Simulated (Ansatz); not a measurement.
Input:

```
CELL_PARAMETERS angstrom
      0.00000     3.07599     3.07599
      3.07599     0.00000     3.07599
      3.07599     3.07599     0.00000
ATOMIC_POSITIONS crystal
  Al 0.25000 0.25000 0.25000
  Al 0.75000 0.75000 0.75000
  Au 0.00000 0.00000 0.00000
```

No spin polarisation.

Level of theory: PBE/PAW in Ansatz (a quantum-chemistry and plane-wave program), scalar-relativistic without spin-orbit coupling. Γ-centred 17×17×17 mesh, Fermi–Dirac width 0.1 eV.

Problem. Predict the band gap.

Solution. Zero.

Problem. What space group does the calculation give?

Solution. Fm-3m (No. 225).

Problem. What is the computed pressure?

Solution. -4.2 GPa.

The cells carry an imposed strain or load. No phonon test of stability was made. The cell was made from Al$_{2}$Au (space group Fm-3m, No. 225) by this change: isotropic strain +1.50 %.
